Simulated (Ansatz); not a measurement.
In a (5,0) ZnO nanotube, the lowest empty band has its minimum at Γ and lies 0.015 eV higher 0.0352 Å⁻¹ away along the axis.

Calculation: PBE (plane waves to 420 eV, PAW; Ansatz, a quantum-chemistry and plane-wave program). Mesh 1×1×6. No spin polarisation. Periodic along z alone, with about 11 Å of vacuum beside it. A hypothetical model, rolled from the flat sheet. Only distortions within the start's symmetry and period were free.

**Question.** Estimate the electron mass along the axis.

**Answer.** For a parabola ΔE = ħ²Δk²/2m, and ħ²/2mₑ = 3.810 eV Å². So m/mₑ = 3.810 × 0.0352²/0.015 = 0.31. The curvature over a step a third as long gives 0.31; the band is close to a parabola here.
